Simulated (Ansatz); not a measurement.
The parent structure is GaSb in the zinc blende structure (space group F-43m, No. 216; a = 6.213 Å). Axes: x, y, z lie along the cube axes.

All numbers come from PBE (Ansatz, a program for electronic structure, PAW, no spin-orbit coupling).

Perturbation: an isotropic linear strain of +2.00 %, atoms relaxed at fixed cell.

Task: Predict the stress tensor and what it implies for the stiffness.

Result: Stress of the strained cell less that of the base (GPa, compression positive):
```
   -2.3     0.0     0.0
    0.0    -2.3     0.0
    0.0     0.0    -2.3
```

Then B = −ΔP/(ΔV/V₀) with ΔV/V₀ = 0.0612 gives secant stiffness values (nonlinear terms included at this strain): B ≈ 38 GPa.

As a check, the harmonic strain energy −½ V₀ Δσ:ε is 13 meV/atom; the computed energy rise is 14 meV/atom.

Whether these cells are dynamically stable was not tested. All final runs are without spin polarisation.
